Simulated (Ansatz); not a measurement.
System: Si (I4/mmm, No. 139, 4 atoms in the cell; start mp-999200; another form than the element's usual one). Method: r²SCAN+rVV10 (plane waves, PAW; Ansatz, an electronic-structure program).

The run printed, among other lines:

```
Relaxation: its limit of steps is 80 (relax.max_steps)
Crystal: 4 atoms, lattice volume = 82.993 Å³
Basis set: ecut = 560 eV, 2519 PW (Γ), exchange–correlation on 120×120×120 points (27 copies of the dense FFT grid, shifted against one another)
Bands: 12, of which v1, the nominal top of the filled ones, is band 8 counted from 1 (7 counted from 0)
Symmetry: 16 space group operations
Space group: I4/mmm (ITA 139), of the structure as read, at distance tolerance 4.4e-5 Å
k-points: 102 of 1000
Functional: x = r2scan, c = r2scan + rvv10(b = 11.95, C = 0.0093); τ floored in thin density (d = 2e-4 eV/Å³)
SCF iter   1: F=—  HF=-2553.868032 eV  |F-HF|=—  |Δ(HF+E_count)|=         —  Δρ=4.35e-3  dr2=1.50e-2  dr2_τ=2.58e-2
SCF iter   2: F=—  HF=-2553.900500 eV  |F-HF|=—  |Δ(HF+E_count)|=   3.25e-2  Δρ=2.48e-3  dr2=3.42e-3  dr2_τ=2.61e-5
  ...
SCF 1 converged in 6 iterations: F = -2553.900546 eV  dr2 = 2.74e-9
Crystal: 4 atoms, lattice volume = 82.993 Å³
Initial density: handed on by an earlier stage of this run
SCF 2 converged in 4 iterations: F = -2553.900612 eV  dr2 = 1.66e-8
Crystal: 4 atoms, lattice volume = 82.993 Å³
SCF 3 converged in 3 iterations: F = -2553.900668 eV  dr2 = 3.16e-8
Crystal: 4 atoms, lattice volume = 82.993 Å³
SCF iter   3: F=—  HF=-2553.900669 eV  |F-HF|=—  |Δ(HF+E_count)|=   7.95e-9  Δρ=9.24e-7  dr2=1.09e-9  dr2_τ=7.75e-12
SCF iter   4: F=-2553.900669 eV  HF=-2553.900669 eV  |F-HF|=3.64e-12  |Δ(HF+E_count)|=  2.91e-11  Δρ=6.91e-8  dr2=3.88e-12  dr2_τ=4.94e-14
SCF 4 converged in 4 iterations: F = -2553.900669 eV  dr2 = 3.88e-12
SCF converged after 4 iterations
Free energy (F): -2553.900669 eV
Internal energy: -2553.900669 eV  (E = F + TS)
E sigma→0 (E₀):  -2553.900669 eV
Fermi energy:    6.212094 eV
--- Forces (eV/Å), atoms counted from 1 ---
  atom   1  Si     0.00044837     0.00044837    -0.00000000
  atom   2  Si    -0.00044837    -0.00044837     0.00000000
  atom   3  Si    -0.00044837     0.00044837     0.00000000
  atom   4  Si     0.00044837    -0.00044837    -0.00000000
--- Stress (GPa, compression-positive) ---
        1.897759       0.000000       0.000000
        0.000000       1.897759       0.000000
        0.000000       0.000000       1.891850
  P = ⅓ Tr σ = 1.8958 GPa (18.958 kbar)
```

Question: Write an input file that could have produced this run (the log leaves some choices open).

Answer: This is not unique; one that fits is 
Ansatz 0.2 input:
```yaml
crystal:
  lattice:
    - [-3.2981376003, 3.2981376003, 1.9074189433]
    - [3.2981376003, -3.2981376003, 1.9074189433]
    - [3.2981376003, 3.2981376003, -1.9074189433]
  atoms:
    - { symbol: Si, position: [0.1788778326, 0.1788778326, 0.3577556652] }
    - { symbol: Si, position: [0.8211221674, 0.8211221674, 0.6422443348] }
    - { symbol: Si, position: [0.1788778326, 0.8211221674, 0.0] }
    - { symbol: Si, position: [0.8211221674, 0.1788778326, 0.0] }
basis:
  ecutwfc: 560
  ecutrho_ratio: 4
  xc_grid: 3
kpoints:
  mp_grid: { grid: [10, 10, 10] }
hamiltonian:
  xc: r2scan
  dispersion: rvv10
  pseudopotentials: { kind: paw }
scf:
  occupations: { method: fermi_dirac, width: 0.01 }
output:
  forces: true
  stress: true
  eigenvalues: true
relax:
  f_tol: 0.004
  escape_saddle: false
  max_steps: 80
  cell: { stress_tol: 0.02, fix: [volume] }
```

The cell is one volume of an energy–volume scan, off the minimum.

The PAW data were made under PBE.

Note: the relaxation could not lower the start's symmetry, so the cell can be a saddle point above a distorted one.

Computing time: very roughly 90 core-seconds.

A start named mp-… is a Materials Project structure, which need not be a measured phase.
